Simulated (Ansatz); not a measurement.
System: BN (model structure, started from the SiC type, P3m1, No. 156, 20 atoms in the cell). Method: LDA (plane waves, PAW; Ansatz, a program for electronic structure).

Numerical settings: plane-wave cutoff 520 eV, 18×18×2 k mesh (along the axes of the cell as run), Fermi–Dirac smearing 0.01 eV, scalar-relativistic PAW data made under PBE.

Cell (relaxed at this level):

BN is modelled in the trigonal space group P3m1 (No. 156), Pearson symbol hP20. Cell: a = 2.528 Å, b = 2.528 Å, c = 20.753 Å, α = 90.00°, β = 90.00°, γ = 120.00°. B1 on 1a has 4 N at 1.549–1.551 Å (tetrahedral). B2 on 1a sees 4 N at 1.549 Å (tetrahedral). B3 on 1b sees 4 N at 1.550–1.564 Å (tetrahedral). B4 on 1a is surrounded by 4 N at 1.549 Å (tetrahedral). B5 on 1b is coordinated by 4 N at 1.550–1.564 Å (tetrahedral). B6 on 1b sees 4 N at 1.550–1.564 Å (tetrahedral). B7 on 1c is coordinated by 4 N at 1.549–1.551 Å (tetrahedral). B8 on 1a is surrounded by 4 N at 1.549 Å (tetrahedral). 12 further independent sites are not listed. (Neighbours: up to the widest gap in distance over summed covalent radii, below 1.35, at either atom.)

Task: What does this level give for the band gap, smallest direct gap on the k points sampled and direct gap at Γ?

Result: 
band gap: 5.17 eV (indirect)
smallest direct gap on the k points sampled: 7.24 eV
direct gap at Γ: 8.63 eV

Note: the relaxation could raise the start's symmetry but not lower it, so the cell can be a saddle point.

The computed numbers hold no vibrational or temperature effects.

Cost on a shared machine: about 100 core-seconds (a rough figure).

A model structure was made by putting elements into a prototype or built by hand; it is no filed structure, need not be a known phase, and can be a saddle point held by its symmetry.
